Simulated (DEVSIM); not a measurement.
System: Schottky contact on p-type GaAs, at 300 K.

```csv
layer (left to right),material,thickness (μm),Na (cm⁻³),τn (s),τp (s)
1,GaAs,17.0,9.1e16,2e-10,6.7e-9
```

Left contact: Schottky, work function 4.944 eV, emission velocity 9e6 cm/s. Right contact: ohmic. Voltage is applied to the left contact. Recombination: SRH at mid-gap, Auger. Mobility is μmin + (μ − μmin)/(1 + (N/Nref)^α).

The device is made up for the run: typed textbook-type constants, with dimensions and the other settings drawn at random. Values at 300 K.

```
parameter        GaAs
-------------  ------
gap (eV)        1.424
affinity (eV)    4.07
permittivity     12.9
Nc (cm⁻³)      4.7e17
Nv (cm⁻³)        9e18
μn (cm²/Vs)      8500
μp (cm²/Vs)       400
μn,min            500
μp,min             20
Nref,n           6e16
Nref,p         1.5e17
αn               0.39
αp               0.38
Cn (cm⁶/s)      1e-30
Cp (cm⁶/s)      1e-30
```

DEVSIM, 1D drift-diffusion, Boltzmann statistics, complete ionisation; no tunnelling, impact ionisation, image-force lowering or self-heating. Metal contacts follow the ideal Schottky-Mott rule: no Fermi-level pinning, no interface dipoles.

Question: Tabulate band edges, carrier densities and field at zero bias.

Answer: Energies count from the Fermi level of the right contact; mesh points crowd at the junctions.

| x (μm) | Ec (eV) | Ev (eV) | n (cm⁻³) | p (cm⁻³) | field (V/cm) |
|---|---|---|---|---|---|
| 0.000 | 0.874 | -0.550 | 980 | 5.2e9 | 100000 |
| 0.01679 | 1.027 | -0.397 | < 1e2 | 1.9e12 | 80000 |
| 0.04252 | 1.191 | -0.233 | < 1e2 | 1.1e15 | 48000 |
| 0.08897 | 1.297 | -0.127 | < 1e2 | 6.6e16 | 5700 |
| 0.2018 | 1.305 | -0.119 | < 1e2 | 9.1e16 | ≈ 0 |
| 0.3440 | 1.305 | -0.119 | < 1e2 | 9.1e16 | ≈ 0 |
| 0.6007 | 1.305 | -0.119 | < 1e2 | 9.1e16 | ≈ 0 |
| 1.224 | 1.305 | -0.119 | < 1e2 | 9.1e16 | ≈ 0 |
| 2.010 | 1.305 | -0.119 | < 1e2 | 9.1e16 | ≈ 0 |
| 3.429 | 1.305 | -0.119 | < 1e2 | 9.1e16 | ≈ 0 |
| 5.603 | 1.305 | -0.119 | < 1e2 | 9.1e16 | ≈ 0 |
| 10.35 | 1.305 | -0.119 | < 1e2 | 9.1e16 | ≈ 0 |
| 13.09 | 1.305 | -0.119 | < 1e2 | 9.1e16 | ≈ 0 |
| 14.71 | 1.305 | -0.119 | < 1e2 | 9.1e16 | ≈ 0 |
| 15.82 | 1.305 | -0.119 | < 1e2 | 9.1e16 | ≈ 0 |
| 16.31 | 1.305 | -0.119 | < 1e2 | 9.1e16 | ≈ 0 |
| 16.61 | 1.305 | -0.119 | < 1e2 | 9.1e16 | ≈ 0 |
| 16.77 | 1.305 | -0.119 | < 1e2 | 9.1e16 | ≈ 0 |
| 16.89 | 1.305 | -0.119 | < 1e2 | 9.1e16 | ≈ 0 |
| 16.95 | 1.305 | -0.119 | < 1e2 | 9.1e16 | ≈ 0 |
| 16.98 | 1.305 | -0.119 | < 1e2 | 9.1e16 | ≈ 0 |
| 17.00 | 1.305 | -0.119 | < 1e2 | 9.1e16 | ≈ 0 |
